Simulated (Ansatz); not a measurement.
Base system: LiF in the rock salt structure (space group Fm-3m, No. 225; a = 3.990 Å).

Method: DFT with r2SCAN, PAW potentials and a 500 eV plane-wave cutoff in Ansatz (a quantum-chemistry and plane-wave program), no SOC.

Base values:

```
Item                                Value
-----------------------------  ----------
Density                        2.71 g/cm³
Shortest interatomic distance     1.995 Å
```

Modification: a negative pressure, −1 GPa.

### Question
Estimate the effect on the density.

### Answer
The density shrinks by 0.036 g/cm³ (2.71 g/cm³ → 2.68 g/cm³).

### Question
How does this affect the shortest interatomic distance?

### Answer
The shortest interatomic distance rises by 0.009 Å to 2.004 Å.

Load acts through the strain it causes; cell and atoms are relaxed under it. Stability against distortions was not tested.
